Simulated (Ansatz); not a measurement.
# InSb, response to strain

Base system: InSb in the zinc blende structure (space group F-43m, No. 216; a = 6.556 Å). Axes: x, y, z lie along the cube axes.

Strains are applied to the cell and any free atomic positions relax.

The values are results of Ansatz (an electronic-structure program) r2SCAN, no spin-orbit coupling, not measurements.

Notes on the quantities. pressure: mean of the normal stresses, compression positive; energy relative to the base: free energy F.

```tsv
case	band gap	volume per atom	pressure	energy relative to the base
base	zero	35.23 Å³	0.0 GPa	0 meV/atom
uniaxial strain ε_zz = −3.00 %	0.10 eV	34.17 Å³	1.4 GPa	+6.5 meV/atom
uniaxial strain ε_zz = −2.50 %	0.09 eV	34.34 Å³	1.2 GPa	+4.5 meV/atom
uniaxial strain ε_zz = −2.00 %	0.08 eV	34.52 Å³	0.9 GPa	+2.8 meV/atom
uniaxial strain ε_zz = −1.50 %	0.06 eV	34.70 Å³	0.7 GPa	+1.6 meV/atom
uniaxial strain ε_zz = −0.50 %	zero	35.05 Å³	0.2 GPa	+0.2 meV/atom
```

With Sb present, leaving out spin-orbit coupling can change the band edges. Whether these cells are dynamically stable was not tested. All final runs are without spin polarisation. Gaps under 0.05 eV, about the width of the smearing, are given as zero. The zero or small gap of InSb can change with the level of theory.
